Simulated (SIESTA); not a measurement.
SIESTA run on NiO (Fm-3m, 4 atoms in the cell): self-consistent single point.

Method: GGA PBE+U, numerical atomic orbitals DZP, PseudoDojo PBE standard norm-conserving potentials (rewritten from UPF to PSML) (SIESTA).

```
NiO
1.0
    4.18000     2.09000     2.09000
    2.09000     4.18000     2.09000
    2.09000     2.09000     4.18000
Ni O
2 2
Direct
  0.00000   0.00000   0.00000
  0.50000   0.50000   0.50000
  0.25000   0.25000   0.25000
  0.75000   0.75000   0.75000
```
Moments meant for the start (each program seeds them in its own way; μB, in the order of the atoms Ni Ni O O): 2.0 -2.0 0.0 0.0.

Reference input (self-consistent single point, DFT, GGA PBE, numerical atomic orbitals DZP, PseudoDojo PBE standard norm-conserving potentials (rewritten from UPF to PSML)): XC.functional = GGA; XC.authors = PBE; potentials = PseudoDojo PBE standard; PAO.BasisSize = DZP; PAO.EnergyShift = 0.01 Ry; MeshCutoff = 400 Ry; kgrid.MonkhorstPack = 6 6 6; OccupationFunction = FD; ElectronicTemperature = 232.09 K; Spin = polarized; DM.InitSpin = [1 +2.00, 2 -2.00, 3 +0.00, 4 +0.00]; MaxSCFIterations = 150. This run's input differs from it in these lines:

```diff
@@ -43,2 +43,11 @@
 %endblock DM.InitSpin
+DFTU.ProjectorGenerationMethod 2
+DFTU.CutoffNorm              0.9
+DFTU.FirstIteration          true
+%block DFTU.proj
+  Ni 1
+  n=3 2
+  2.00 0.00
+  0.00 0.00
+%endblock DFTU.proj
```

Output, abridged:

```
        iscf     Eharris(eV)        E_KS(eV)     FreeEng(eV)     dDmax    Ef(eV) dHmax(eV)
   scf:    1    -9999.760206   -10012.746301   -10012.757490  0.679507 -0.758026 14.953332
     spin moment: {S} , |S| = {        0.0        0.0    0.00000 }     0.00000
   scf:    2   -10026.938996   -10020.472909   -10020.473909  0.120340 -1.751312  9.350678
     spin moment: {S} , |S| = {        0.0        0.0   -0.00000 }    -0.00000
   scf:    3   -10025.350580   -10024.643983   -10024.643983  0.123273 -3.067599  1.056710
     spin moment: {S} , |S| = {        0.0        0.0    0.00000 }     0.00000
   [... lines left out ...]
     spin moment: {S} , |S| = {        0.0        0.0   -0.00000 }    -0.00000
hubbard_term: recalculating local occupations   17
hubbard_term: maximum change in local occup.    0.000123
   scf:   24   -10024.980689   -10024.980689   -10024.980689  0.000011 -3.100607  0.000665
     spin moment: {S} , |S| = {        0.0        0.0    0.00000 }     0.00000
hubbard_term: recalculating local occupations   18
hubbard_term: maximum change in local occup.    0.000122
   scf:   25   -10024.980687   -10024.980687   -10024.980687  0.000007 -3.100702  0.000615
     spin moment: {S} , |S| = {        0.0        0.0    0.00000 }     0.00000
SCF Convergence by DM+H criterion
max |DM_out - DM_in|         :     0.0000072820
max |H_out - H_in|      (eV) :     0.0006148252
DFT+U population converged by dTol_pop criteria:
max |pop(DFT+U)_i - pop(DFT+U)_j|:     0.0001224288
SCF cycle converged after 25 iterations

Using DM_out to compute the final energy and forces
hubbard_term: recalculating local occupations   19
hubbard_term: maximum change in local occup.    0.000122
hubbard_term: recalculating Hamiltonian and forces

siesta: E_KS(eV) =           -10024.9809

siesta: E_KS - E_eggbox =    -10024.9809

siesta: Atomic forces (eV/Ang):
     1   -0.000000   -0.000000   -0.000000
     2    0.000001    0.000001    0.000001
     3    0.000000    0.000000    0.000000
     4   -0.000000   -0.000000   -0.000000
   Tot    0.000001    0.000001    0.000001
   Max    0.000001
   [... lines left out ...]
siesta: FreeEng =    -10024.980912
siesta: Cell volume =         36.517316 Ang**3
siesta:         -20.29073023        -20.29074809  kBar
   [... lines left out ...]
              0.007   0.007   0.004   0.007   0.004

mulliken: Qtot =       24.000

Mulliken Atomic Populations:
Atom #   charge [q] valence [e]      Sz [e]  Species
     1     0.575326   17.424674    1.565528  Ni
     2     0.575326   17.424674   -1.565528  Ni
     3    -0.575326    6.575326   -0.000000  O
     4    -0.575326    6.575326   -0.000000  O
 Total    -0.000000                0.000000
```

The run converged in 25 iterations. Against the reference run the pressure goes from -5.65 to -2.03 GPa and the gap on the mesh goes from 1.030 to 2.098 eV.

The starting cell has typed, rounded lattice constants, without a prior relaxation at this level. The magnetic order is the one reached from the typed start; others were not searched systematically. With U or open f shells several self-consistent states can exist. Values carry the incompleteness of an atom-centred basis.

Cost on one core of a shared machine: roughly 3 min.
